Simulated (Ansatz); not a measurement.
Worked example: zone-centre phonon calculation of VB4Os (P1, 6 atoms in the cell) in Ansatz (a quantum-chemistry and plane-wave program).

Level of theory: LDA (PW92), PAW files made with PBE (plane waves; Ansatz).

```xyz
6
Lattice="2.8775 0.0000 0.0000 -1.4387 2.4920 0.0000 0.0000 0.0000 7.4537" Properties=species:S:1:pos:R:3 pbc="T T T"
V      0.0169     0.0457     0.0231
B      0.0044     0.0827     5.2884
B      0.0461     0.0265     2.1134
B     -0.0555     1.5104     5.8940
B     -0.0463     1.6248     1.5098
Os     0.0343     1.6939     3.8057
```

Reference input (self-consistent single point, DFT, LDA (PW92), plane waves, PAW files made with PBE): basis.ecutwfc = 420 eV; kpoints.mp_grid.grid = 8 8 3; hamiltonian.xc = lda; hamiltonian.pseudopotentials = {kind: paw} (the program's default PAW files); scf.occupations.method = fermi_dirac; scf.occupations.width = 0.05 eV. This run's input differs from it in these lines:

```diff
@@ -21,6 +21,4 @@
   occupations: { method: fermi_dirac, width: 0.05 }
-output:
-  forces: true
-  eigenvalues: true
-  stress: true
+phonons:
+  method: dfpt
```

Output (repeated stretches shortened):

```
SCF iter   1: F=—  HF=-14599.774248 eV  |F-HF|=—  |Δ(HF+E_count)|=         —  Δρ=3.51e-1  dr2=3.50e2  ethr=3.10e-3  ⟨swp⟩=6.1  Hψ=11365  notcnv=0
all-band conjugate gradients solve this SCF's bands
preconditioner: auto → Kerker (q_TF=auto, 2.610 Å⁻¹)
SCF iter   2: F=—  HF=-14586.733356 eV  |F-HF|=—  |Δ(HF+E_count)|=    1.30e1  Δρ=1.71e-1  dr2=1.00e2  ethr=3.10e-3  ⟨swp⟩=3.2  Hψ=6201  notcnv=0  defer=78
   [... lines left out ...]
SCF iter  11: F=—  HF=-14580.309977 eV  |F-HF|=—  |Δ(HF+E_count)|=   3.04e-8  Δρ=2.51e-6  dr2=9.68e-9  ethr=6.58e-10  ⟨swp⟩=1.0  Hψ=2567  notcnv=0  defer=83
SCF iter  12: F=—  HF=-14580.309977 eV  |F-HF|=—  |Δ(HF+E_count)|=  9.64e-10  Δρ=9.43e-7  dr2=6.99e-10  ethr=2.36e-11  ⟨swp⟩=2.3  Hψ=3287  notcnv=0  defer=83
SCF iter  13: F=—  HF=-14580.309977 eV  |F-HF|=—  |Δ(HF+E_count)|=  7.82e-11  Δρ=2.50e-7  dr2=4.90e-11  ethr=1.71e-12  ⟨swp⟩=2.2  Hψ=3144  notcnv=0  defer=83
SCF iter  14: F=-14580.309977 eV  HF=-14580.309977 eV  |F-HF|=5.46e-12  |Δ(HF+E_count)|=  1.82e-12  Δρ=6.57e-8  dr2=4.84e-12  ethr=1.00e-12  ⟨swp⟩=11.2  Hψ=13155  notcnv=0
SCF 1 converged in 14 iterations: F = -14580.309977 eV  dr2 = 4.84e-12
DFPT response loops at Γ: preconditioner auto → Kerker (q_TF=auto, 2.610 Å⁻¹) (partly filled bands, converged f_vac=0.000) …
phonon interpolation: 2 periodic images of 2 blocks of the force constants (a block to an ordered pair of atoms and a translation) lie up to 1.93e-3 Å farther …
Free energy (F): -14580.309977 eV
Internal energy: -14580.288641 eV  (E = F + TS)
E sigma→0 (E₀):  -14580.299309 eV
Entropy (-TS):   -0.021336 eV (-3.556 meV/atom)
Fermi energy:    15.865407 eV
   [... lines left out ...]
  ASR residual: 6.409e-4 → 0.000e0 eV/Å²; symmetrization residual: 1.213e-5 eV/Å²
  ASR residual per site (eV/Å²): 6.41e-4 8.47e-6 9.63e-6 2.67e-5 2.05e-5 3.12e-4
  Γ frequencies (cm⁻¹): 0.00 0.00 0.00 174.74 192.56 206.57 282.09 333.09 354.23 399.53 420.20 479.02 550.52 586.29 686.25 702.15 866.98 1186.72
  non-analytic LO–TO correction: not included (Born effective charges unavailable; polar crystals: no LO–TO splitting at Γ)
```

The run converged in 14 iterations. 

Summary of the result:
- Free energy E − TS (on the zero of these files): -14580.3100 eV
- Fermi level (on the code's own zero): 15.87 eV
- Zone-centre frequencies (cm⁻¹; negative means imaginary): 0, 0, 0, 175, 193, 207, 282, 333, 354, 400, 420, 479, 551, 586, 686, 702, 867, 1187

The starting cell comes from a database of computed structures (which also holds hypothetical and non-ambient phases and stackings), without a prior relaxation at this level. Its atoms were displaced at random from the sites of space group no. 187. Spin polarisation is off.

Cost on one core of a shared machine: roughly 4 min.

Keys are those of Ansatz 0.2.
